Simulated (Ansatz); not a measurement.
Functionals compared on H on the 1x1 (101) surface of anatase TiO2 (cut with top plane O), one in a 2x1 cell, started at the site 'over Ti at depth 1.4 Å', in Ansatz (plane waves, PAW). The structure was relaxed with PBE; the other rows are single points on it, each with its references at the same level. Cutoff 420 eV (500 eV for r2SCAN). The points keep PBE's geometry, so the relaxation of a polaron and the settling of charge on one site are left out.

Host crystal: anatase TiO2, with a band gap (PBE, scalar-relativistic without spin-orbit coupling).

Set-up: 37 atoms, 9.4 Å thick at the start under the adsorbate (thin: gaps and levels are the slab's own); mesh 3x4x1; 0.01 eV smearing; dipole correction on; 14 atoms held, the rest relaxed; no symmetry held; spin-polarised, ending with about 0.5 μB a cell, a value that depends on the mesh; orders that need a larger cell were not tried, no spin-orbit, no U, no dispersion correction. The slab shows no gap over 0.04 eV on its mesh. At the end it is bonded to O. In PBE it is, or lies within 0.03 eV of, the lowest of the starts that converged. These notes are the PBE run's. r2SCAN: The program's check for a lower electronic state was not made. Adsorption energies are against ½ H2(g). A negative adsorption energy means that the adsorbate is more stable on the surface than in its reference.

```csv
functional,adsorption energy (eV),work function of the top face (eV),rough cost of the single point
PBE,0.24,3.77,–
RPBE,___,___,roughly 19 core-minutes
r2SCAN,0.25,3.82,roughly 40 core-minutes
```

Complete the blanks.


- RPBE, adsorption energy (eV): 0.41
- RPBE, work function of the top face (eV): 3.62

Ansatz is an electronic-structure program.
